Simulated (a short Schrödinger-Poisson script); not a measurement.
System: MOS inversion layer, SiO2 on p-type Si(100), at 300 K.

From the gate side: 2.6 nm SiO2; 200 nm Si, acceptors 4.7e18 cm⁻³.

The device is made up for the run: typed textbook-type constants, with dimensions and the other settings drawn at random. SiO2: permittivity 3.9, conduction-band edge (eV) 3.15, gap (eV) 9, electron mass (mₑ) 0.5. Si: permittivity 11.7, conduction-band edge (eV) 0, gap (eV) 1.124, Nv at 300 K (cm⁻³) 3.1e19.

Channel valleys (confinement mass, in-plane density-of-states mass, number): Δ2 0.916, 0.19, 2; Δ4 0.19, 0.417, 4. At the gate the conduction-band edge of layer 1 lies 3.49 eV − eVg above the Fermi level of the channel; the field vanishes at the back. Gaps are held at their typed values at every temperature. Mesh 0.03 nm at interfaces.

Solved with a short Schrödinger-Poisson script written for these runs: 1D Poisson equation in equilibrium, electrons quantum, Hartree (BenDaniel-Duke, 12 states a valley, the channel's in-plane mass for all, wave functions free to enter the dielectric), parabolic valleys, classical holes, full ionisation, no traps, pinning or gate leakage.

```tsv
Vg (V)	electrons (cm⁻²)	C (μF/cm²)	Δ2 E0 (meV from the Fermi level)	Δ4 E0 (meV from the Fermi level)
1.3	3.15e9	0.426	188.3	282.7
1.4	3.45e10	0.491	126.2	222.5
1.5	2.26e11	0.746	76.9	174.9
1.6	6.59e11	0.948	47.9	147.3
1.7	1.23e12	1.04	30.3	130.9
1.8	1.85e12	1.09	17.8	119.6
1.9	2.52e12	1.11	7.9	110.9
2	3.20e12	1.13	-0.2	103.8
2.1	3.89e12	1.14	-7.4	97.7
2.2	4.59e12	1.15	-13.8	92.4
2.3	5.30e12	1.16	-19.6	87.6
2.4	6.02e12	1.16	-25.0	83.2
2.5	6.74e12	1.17	-30.1	79.1
2.6	7.46e12	1.17	-34.9	75.3
2.7	8.19e12	1.18	-39.5	71.7
```

Gate voltages with under 1e9 electrons/cm² are left out.

Question: At Vg = 2.7 V the lowest Δ2 subband lies at -39.5 meV from the Fermi level. How many electrons does it hold, and what share of all?

Answer: The two-dimensional density of states is g m/(πħ²) = 1.59e11 cm⁻² meV⁻¹ (both spins), kT = 25.9 meV, so n = D kT ln(1 + exp(−E/kT)) = 7.07e12 cm⁻², 0.86 of the 8.19e12 cm⁻² in all.

Question: Compare the slope of the sheet density between 2.5 and 2.7 V with the geometric capacitance of the layers between gate and channel.

Answer: q Δn/ΔV = 1.16 μF/cm²; ε0/Σ(t/ε) = 1.33 μF/cm². The ratio is 0.87: the channel acts as a further capacitance in series.
